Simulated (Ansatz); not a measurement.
SnTe under a change: pressure 4.5 GPa

Start from SnTe in the rock salt structure (space group Fm-3m, No. 225; a = 6.371 Å).

Modification: cell and atoms relaxed at a pressure of 4.5 GPa.

Level of theory: r2SCAN (Ansatz, a quantum-chemistry and plane-wave program, PAW, no spin-orbit coupling), earlier PAW set. k-mesh 13×13×13 (Γ-centred); smearing 0.05 eV (Fermi–Dirac).

The volume per atom shrinks by 2.63 Å³, from 32.33 Å³ to 29.70 Å³ and the density increases by 0.56 g/cm³ to 6.89 g/cm³. The lattice parameter a drops by 0.178 Å (6.371 Å → 6.193 Å) and the shortest interatomic distance shrinks by 0.089 Å (3.186 Å → 3.097 Å). The enthalpy H = E + PV relative to the base's energy is +0.87 eV/atom and the band gap falls by 0.06 eV (0.13 eV → 0.07 eV) (uncertain: the Fermi level lies in a band; the changed cell).

Final structure:

```
CELL_PARAMETERS angstrom
      0.00000     3.09670     3.09670
      3.09670     0.00000     3.09670
      3.09670     3.09670     0.00000
ATOMIC_POSITIONS crystal
  Te 0.00000 0.00000 0.00000
  Sn 0.50000 0.50000 0.50000
```

Cost of the whole job for the changed cell (relaxation, final SCF and bands): about 50 core-seconds (a rough figure).

With Te present, leaving out spin-orbit coupling can change the band edges. Load acts through the strain it causes; cell and atoms are relaxed under it. Stability against distortions was not tested. The zero or small gap of SnTe can change with the level of theory.
